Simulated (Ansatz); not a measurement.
Worked example: self-consistent single point of Zr₆Al₂Fe (P-62m, 9 atoms in the cell) in Ansatz (an electronic-structure program).

Computed with PBEsol, default PAW files made with PBE (plane waves; Ansatz).

```yaml
crystal:
  lattice:
    - [7.72743, 0.00000, 0.00000]
    - [-3.86372, 6.69215, 0.00000]
    - [0.00000, 0.00000, 3.27831]
  atoms:
    - { symbol: Zr, position: [0.25310, 0.00000, 0.50000] }
    - { symbol: Zr, position: [0.74690, 0.74690, 0.50000] }
    - { symbol: Zr, position: [0.00000, 0.25310, 0.50000] }
    - { symbol: Al, position: [0.33333, 0.66667, 0.50000] }
    - { symbol: Al, position: [0.66667, 0.33333, 0.50000] }
    - { symbol: Fe, position: [0.00000, 0.00000, 0.00000], spin: 4.0 }
    - { symbol: Zr, position: [0.60350, 0.00000, 0.00000] }
    - { symbol: Zr, position: [0.39650, 0.39650, 0.00000] }
    - { symbol: Zr, position: [0.00000, 0.60350, 0.00000] }
```
(The spins are starting values, not results.)

Reference input (self-consistent single point, DFT, PBEsol, plane waves, default PAW files made with PBE): kpoints.mp_grid.grid = 4 4 7; hamiltonian.xc = pbesol; hamiltonian.pseudopotentials = {kind: paw} (the program's default PAW files); magnetization.spin_polarized = true; scf.occupations.method = fermi_dirac; scf.occupations.width = 0.1 eV. This run's input differs from it in these lines:

Ansatz 0.2 input:
```diff
@@ -17,3 +17,3 @@
 kpoints:
-  mp_grid: { grid: [4, 4, 7] }
+  mp_grid: { grid: [4, 4, 8] }
 hamiltonian:
@@ -24,3 +24,3 @@
 scf:
-  occupations: { method: fermi_dirac, width: 0.1 eV }
+  occupations: { method: fermi_dirac, width: 0.3 eV }
 output:
```

Output, abridged:

```
SCF iter   1: F=—  HF=-30277.577651 eV  |F-HF|=—  |Δ(HF+E_count)|=         —  Δρ=1.21e-1 (↑1.21e-1 ↓3.49e-2)  dr2=1.48e1  dr2_m=8.82e0  M=0.969 μB ∫|m|=1.744 μB  β_m=0.30  ethr=3.10e-3  ⟨swp⟩=5.5  Hψ=8753  notcnv=0
Mixer restart at iter 1: flushing history
all-band conjugate gradients solve this SCF's bands
preconditioner: auto → Kerker (q_TF=auto, 2.473 Å⁻¹)
spin=Collinear: Kerker preconditioning applied to the charge; magnetization (m = ρ↑ − ρ↓) channel mixes plain (no charge-response kernel on spin).
   [... lines left out ...]
SCF iter  13: F=—  HF=-30273.893628 eV  |F-HF|=—  |Δ(HF+E_count)|=   1.20e-9  Δρ=1.20e-6 (↑1.20e-6 ↓8.67e-7)  dr2=5.45e-9  dr2_m=2.06e-10  M=-0.000 μB ∫|m|=0.000 μB  β_m=0.75  ethr=7.94e-11  ⟨swp⟩=2.0  Hψ=4818  notcnv=0
SCF iter  14: F=-30273.893628 eV  HF=-30273.893628 eV  |F-HF|=8.37e-10  |Δ(HF+E_count)|=  3.64e-11  Δρ=3.30e-7 (↑3.17e-7 ↓3.30e-7)  dr2=9.24e-10  dr2_m=2.94e-11  M=-0.000 μB ∫|m|=0.000 μB  ethr=5.80e-12  ⟨swp⟩=1.4  Hψ=6089  notcnv=0
SCF 1 converged in 14 iterations: F = -30273.893628 eV  dr2 = 9.24e-10
WARN: the starting moments were not kept: the SCF closed with an absolute magnetisation of 3.0e-5 μB, where they sum to 4 μB in size (1 site) …
Magnetization: -0.0000 μB (47.0000 up, 47.0000 down)
   [... lines left out ...]
Absolute magnetization: 0.0000 μB (∫|ρ↑−ρ↓|, with the PAW one-centre terms)
Free energy (F): -30273.893628 eV
Fermi energy:    13.997935 eV
   [... lines left out ...]
  atom   9  Zr     0.01049394    -0.01817604     0.00000000
--- Stress (GPa, compression-positive) ---
        5.351978       0.000000       0.000000
        0.000000       5.351978       0.000000
        0.000000       0.000000       5.136040
  P = ⅓ Tr σ = 5.2800 GPa (52.800 kbar)
  The stress holds the Pulay correction. Without it, at fixed plane waves, as pw.x and ABINIT print it: P = 5.2452 GPa
```

The run converged in 14 iterations. Against the reference run the free energy drops by 134 meV/atom, the pressure goes from 4.28 to 5.28 GPa and the largest force goes from 0.304 to 0.237 eV/Å.

The starting cell comes from a database of published, mostly measured structures (it also holds non-ambient and calculated ones), without a prior relaxation at this level. Its lattice was rescaled by a random factor within 2.5 % of one. The starting moments vanished: the run ended non-magnetic, which need not be the lowest state. The program warned that a starting moment was not kept. With a pressure of about 5 GPa the cell is away from its equilibrium volume at this level. Ansatz's pressure includes its estimate of the finite-basis (Pulay) stress.

Cost on one core of a shared machine: roughly 70 s.
